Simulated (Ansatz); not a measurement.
# Short convergence ladders for Ni₃Sn₄ (Cm, 7 atoms in the cell)

```
Ni3Sn4
1.0
    6.13560    -2.03742     0.00000
    6.13560     2.03742     0.00000
   -1.35422     0.00000     5.04326
Ni Sn
3 4
Direct
  0.00109   0.00109   0.00991
  0.78416   0.78416   0.66356
  0.21584   0.21584   0.33644
  0.57265   0.57265   0.31357
  0.42735   0.42735   0.68643
  0.82788   0.82788   0.18744
  0.17212   0.17212   0.81256
```

Base method: PBEsol, default PAW files made with PBE (plane waves; Ansatz, a quantum-chemistry and plane-wave program).

Base settings: basis.ecutwfc = 420 eV; kpoints.mp_grid.grid = 5 5 3; hamiltonian.xc = pbesol; hamiltonian.pseudopotentials = {kind: paw} (the program's default PAW files); scf.occupations.method = gaussian; scf.occupations.width = 0.1 eV.

The count of work is k-points × plane waves × bands × iterations; it is no time. Core times come from one kind of shared machine, to one figure; runs under 30 s give none.

**Shifted k-point meshes**

In this ladder: kpoints.mp_grid.shift = 0.5 0.5 0.5.

Only quantities that move along the ladder and can be compared are tabulated.

```tsv
kpoints.mp_grid.grid	free energy less the last step's (meV/atom)	pressure (GPa)	largest difference of a force vector from the last step's (eV/Å)	count of work / last
2 2 1	-112.07	-3.23	0.487	0.0058
3 3 2	25.81	-3.12	0.120	0.020
4 4 3	4.14	-3.34	0.107	0.053
6 6 4	-2.34	-3.38	0.059	0.14
11 11 9	0.00	-3.25	0.000	1.0
```

Coarsest kpoints.mp_grid.grid that holds the free energy within 5 meV/atom of the last step, with all finer ones: 4 4 3, at 0.053 of the last step's count of work; the step before is off by 26 meV/atom.

Coarsest kpoints.mp_grid.grid that holds the forces within 0.02 eV/Å: not settled: the last two steps still differ by 0.059 eV/Å, over half the tolerance, so the ladder does not show it.

Coarsest kpoints.mp_grid.grid that holds the pressure within 0.1 GPa: not settled: the last two steps still differ by 0.14 GPa, over half the tolerance, so the ladder does not show it.

**The k-point mesh at a smearing width of 0.05 eV**

In this ladder: scf.occupations.width = 0.05 eV.

The second cell is the first with its lattice scaled by 0.98.

Only quantities that move along the ladder and can be compared are tabulated.

```csv
kpoints.mp_grid.grid,free energy less the last step's (meV/atom),energy of the compressed cell less the first (meV/atom),pressure (GPa),largest difference of a force vector from the last step's (eV/Å),count of work / last,core time / last (rough)
3 3 3,8.31,-1.50,-3.57,0.138,0.019,–
5 5 4,8.19,2.19,-3.04,0.064,0.057,–
8 8 6,-0.98,0.68,-3.25,0.017,0.20,0.3
9 9 7,-0.05,0.67,-3.26,0.011,0.27,0.3
14 14 11,0.00,0.82,-3.24,0.000,1.0,1
```

Coarsest kpoints.mp_grid.grid that holds the energy of the compressed cell less the first within 2 meV/atom of the last step, with all finer ones: 5 5 4, at 0.057 of the last step's count of work; the step before is off by 2.3 meV/atom.

Coarsest kpoints.mp_grid.grid that holds the free energy within 5 meV/atom of the last step, with all finer ones: 8 8 6, at 0.20 of the last step's count of work and about 0.3 of the last step's time; the step before is off by 8.2 meV/atom.

Coarsest kpoints.mp_grid.grid that holds the forces within 0.02 eV/Å: not settled: the last two steps still differ by 0.011 eV/Å, over half the tolerance, so the ladder does not show it.

Two neighbours can agree and both be off: 3 3 3 and 5 5 4 differ by 0.12 meV/atom in the free energy, yet lie about 8.2 meV/atom from the last step.

**The mesh under tetrahedron occupations**

In this ladder: scf.occupations.method = tetrahedron; scf.occupations.width = default.

Only quantities that move along the ladder and can be compared are tabulated.

```tsv
kpoints.mp_grid.grid	free energy less the last step's (meV/atom)	pressure (GPa)	largest difference of a force vector from the last step's (eV/Å)	count of work / last
4 4 3	1.49	-3.26	0.091	0.084
6 6 4	4.90	-3.17	0.037	0.21
8 8 7	0.13	-3.24	0.014	0.57
10 10 8	0.00	-3.24	0.000	1.0
```

Coarsest kpoints.mp_grid.grid that holds the forces within 0.02 eV/Å: not settled: the last two steps still differ by 0.014 eV/Å, over half the tolerance, so the ladder does not show it.

Coarsest kpoints.mp_grid.grid that holds the free energy within 2 meV/atom of the last step, with all finer ones: 8 8 7; the step before is off by 4.9 meV/atom.

Coarsest kpoints.mp_grid.grid that holds the pressure within 0.05 GPa of the last step, with all finer ones: 8 8 7; the step before is off by 0.07 GPa.

On the base run: the starting cell comes from a database of computed structures (which also holds hypothetical and non-ambient phases and stackings), without a prior relaxation at this level. Its lattice was rescaled by up to half a per cent. One atom was moved a little off its site on purpose. Spin polarisation is off. In the base run, with a pressure of about -3 GPa the cell is away from its equilibrium volume at this level. Ansatz's pressure includes its estimate of the finite-basis (Pulay) stress. Without a gap this mesh is coarse (it stands for a supercell whose shortest vector is 16 Å).

Keys are those of Ansatz 0.2.
